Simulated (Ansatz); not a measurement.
Checking a run of Ansatz (a first-principles code) on LiIn (Fd-3m, 4 atoms in the cell). The aim is a self-consistent single point with DFT, PBEsol, plane waves, default PAW files made with PBE.

This input was run:

Ansatz 0.2 input:
```yaml
# LiIn
crystal:
  lattice:
    - [0.000000, 6.521483, 6.521483]
    - [6.521483, 0.000000, 6.521483]
    - [6.521483, 6.521483, 0.000000]
  atoms:
    - { symbol: In, position: [0.000000, 0.000000, 0.000000] }
    - { symbol: In, position: [0.250000, 0.250000, 0.250000] }
    - { symbol: Li, position: [0.500000, 0.500000, 0.500000] }
    - { symbol: Li, position: [0.750000, 0.750000, 0.750000] }
kpoints:
  mp_grid:
    grid: [11, 11, 11]
hamiltonian:
  xc: pbesol
  pseudopotentials:
    kind: paw
scf:
  occupations:
    method: methfessel_paxton
    width: 0.1
output:
  forces: true
  eigenvalues: true
  stress: true
```

Log, with long lists cut:

```
WARN basis.ecutwfc = 420 eV, the default
WARN ansatz: RAYON_NUM_THREADS=1 ignored (pool sized by the plan → 1); use --threads N
Pseudopotentials: kind: paw
Pseudopotential: In, paw, valence charge 13
Pseudopotential: Li, paw, valence charge 3
Crystal: 4 atoms, lattice volume = 554.714 Å³
Basis set: ecut = 420 eV, 10969 PW (Γ), exchange–correlation on 128×128×128 points (8 copies of the dense FFT grid, shifted against one another)
Bands: 20, of which v1, the nominal top of the filled ones, is band 16 counted from 1 (15 counted from 0)
Symmetry: 48 space group operations
Space group: Fd-3m (ITA 227), of the structure as read, at distance tolerance 8.2e-5 Å
k-points: 56 of 1331
PAW frozen core: In, regenerated for the run's functional, and the local potential with it
Initial density: superposition of atomic densities (neutral atoms: chi_scale 0, normalization atom), corrected by the library's trained network
Initial wavefunctions: pseudopotential atomic-orbital guess
Eigensolver: davidson
Functional: x = pbesol(κ = 0.804, μ = 0.12345679012345678), c = pbesol(β = 0.046)
SCF iter   1: F=—  HF=-11449.567879 eV  |F-HF|=—  |Δ(HF+E_count)|=         —  Δρ=2.40e-3  dr2=1.20e-1  ethr=1.77e-3  ⟨swp⟩=6.0  Hψ=5050  notcnv=0
all-band conjugate gradients solve this SCF's bands
preconditioner: auto → LDOS
SCF iter   2: F=—  HF=-11449.567680 eV  |F-HF|=—  |Δ(HF+E_count)|=   1.99e-4  S|Δr|=    0.00e0  Δρ=1.54e-3  dr2=2.75e-2  ethr=3.74e-4  ⟨swp⟩=3.0  Hψ=2689  notcnv=0
   [... lines left out ...]
SCF iter   6: F=—  HF=-11449.609646 eV  |F-HF|=—  |Δ(HF+E_count)|=   9.65e-5  S|Δr|=    0.00e0  Δρ=7.80e-6  dr2=1.07e-6  ethr=8.05e-8  ⟨swp⟩=2.2  Hψ=1463  notcnv=0
SCF iter   7: F=—  HF=-11449.609647 eV  |F-HF|=—  |Δ(HF+E_count)|=   1.11e-6  S|Δr|=    0.00e0  Δρ=2.12e-6  dr2=1.20e-7  ethr=3.33e-9  ⟨swp⟩=2.4  Hψ=1479  notcnv=0
SCF iter   8: F=-11449.609647 eV  HF=-11449.609647 eV  |F-HF|=7.97e-9  |Δ(HF+E_count)|=   7.74e-8  S|Δr|=    0.00e0  Δρ=9.40e-7  dr2=2.92e-8  ethr=3.13e-10  ⟨swp⟩=7.1  Hψ=4772  notcnv=0
SCF 1 converged in 8 iterations: F = -11449.609647 eV  dr2 = 2.92e-8
Stability not checked (fill_not_monotonic)
Free energy (F): -11449.609647 eV
Internal energy: -11449.606959 eV  (E = F + TS)
E sigma→0 (E₀):  -11449.608975 eV
Entropy (-TS):   -0.002688 eV (-0.672 meV/atom)
Fermi energy:    -1.128461 eV
--- Forces (eV/Å), atoms counted from 1 ---
  atom   1  In     0.00000000     0.00000000     0.00000000
   [... zero for the other atoms too ...]
--- Stress (GPa, compression-positive) ---
       -1.021160      -0.000000       0.000000
       -0.000000      -1.021160       0.000000
       -0.000000      -0.000000      -1.021160
  P = ⅓ Tr σ = -1.0212 GPa (-10.212 kbar)
  The stress holds the Pulay correction. Without it, at fixed plane waves, as pw.x and ABINIT print it: P = -1.0244 GPa
```

Can these results be used? Check the input.

The run is not sound. The fault is this: lattice typed in bohr, read as angstrom. 1 bohr is 0.529 Å, so a mix-up scales every length by 1.89 or 0.529 and the volume by 6.75 or 0.148. To fix it, give the lengths in the unit that the key or card expects. The run converged in 8 iterations without an error; against the sound input the free energy rises by 2.10 eV/atom and the pressure goes from -1.81 to -1.02 GPa.

The sound input it was made from differs as follows (other fixes are possible):
```diff
-    - [0.000000, 6.521483, 6.521483]
-    - [6.521483, 0.000000, 6.521483]
-    - [6.521483, 6.521483, 0.000000]
+    - [0.000000, 3.451020, 3.451020]
+    - [3.451020, 0.000000, 3.451020]
+    - [3.451020, 3.451020, 0.000000]
```

With that input, the run converged in 7 iterations: free energy E − TS (on the zero of these files) -11457.9962 eV; Fermi level (on the code's own zero) 7.81 eV; pressure -1.81 GPa (DFT, PBEsol, plane waves, default PAW files made with PBE).

On the sound input: the starting cell comes from a database of published, mostly measured structures (it also holds non-ambient and calculated ones), without a prior relaxation at this level. Its lattice was rescaled by a random factor within 2.5 % of one. Ansatz's pressure includes its estimate of the finite-basis (Pulay) stress.
